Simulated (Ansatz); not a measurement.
**C under a change: biaxial strain +3.73 %, plane normal [001], relaxed out of plane**

Consider C in the graphite type structure (space group P6_3/mmc, No. 194; a = 2.458 Å, c = 6.565 Å; layered, stacked along the Cartesian z axis). Axes: x lies along a and z along c of the hexagonal cell.

The change: tensile biaxial strain of 3.73 % in the plane normal to [001], as in epitaxy on a mismatched substrate; the out-of-plane cell vector and the atoms relax.

Computed with PBEsol-D3(BJ) in Ansatz (plane waves to 420 eV, PAW, spin-orbit coupling left out), earlier PAW set. k-mesh 15×15×5 (Γ-centred); smearing 0.05 eV (Fermi–Dirac).

```tsv
quantity	base	changed	shift
volume per atom	8.59 Å³	9.30 Å³	+0.71 Å³
space group	P6_3/mmc (No. 194)	P6_3/mmc (No. 194)	–
shortest interatomic distance	1.419 Å	1.472 Å	+0.053 Å
pressure (mean of the normal stresses, compression positive)	0.0 GPa	-27.5 GPa	-27.5 GPa
band gap	zero	zero	–
out-of-plane strain (rough)	–	+0.63 %	–
mean in-plane stress (compression positive) (rough)	–	-41.2 GPa	–
```

A case with no gap was solved on a k-mesh chosen for an insulator, which is coarse for it. Without a gap, meshes like the base's 15×15×5 leave anisotropic stresses uncertain by several tenths of a GPa, and small strain energies with them. No phonon test of stability was made.

Ansatz is a quantum-chemistry and plane-wave program.
